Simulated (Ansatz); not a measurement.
The reference is Lu in the hcp (Mg type) structure (space group P6_3/mmc, No. 194; a = 3.4432 Å, c = 5.3669 Å; relaxed with 0.1 eV smearing). Axes: x lies along a and z along c of the hexagonal cell.

Method: Ansatz (an electronic-structure program), PBEsol, PAW, cutoff 420 eV, no SOC.

Before the change:

```
Item       Result
--------  -------
Pressure  0.0 GPa
```

Modification: tensor shear ε_xz = +1.43 % (engineering shear γ = 0.0286), atoms relaxed at fixed cell.

Problem. What happens to the energy relative to the base and pressure?

Solution. The energy grows by 2.4 meV/atom; the pressure (mean of the normal stresses, compression positive) is still 0.0 GPa.

The cells carry an imposed strain or load. No phonon test of stability was made.
